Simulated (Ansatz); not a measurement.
We consider cubic perovskite SrHfO3 (cubic high-temperature phase), described by PBE0 (Ansatz, an electronic-structure program, PAW).

Numerical settings: plane-wave cutoff 500 eV, 6×6×6 k mesh, gaussian smearing 0.02 eV, scalar-relativistic PAW data made under PBE.

Cell (relaxed with PBEsol):

```xyz
5
Lattice="4.1061 0.0000 0.0000 0.0000 4.1061 0.0000 0.0000 0.0000 4.1061" Properties=species:S:1:pos:R:3 pbc="T T T"
Sr     2.0530     2.0530     2.0530
Hf     0.0000     0.0000     0.0000
O      0.0000     2.0530     0.0000
O      2.0530     0.0000     0.0000
O      0.0000     0.0000     2.0530
```

Task: What does this level give for the band gap?

Result: 
* **band gap**: 6.14 eV (on the SCF k mesh)

Note: held by symmetry at 0 K, a high-temperature phase can be a saddle point; cell and atoms aren't relaxed at this level (pressure 1.7 GPa).

Spin–orbit coupling is not included.

Static lattice: no zero-point or thermal effects.

It cost very roughly 4 core-minutes of CPU time.
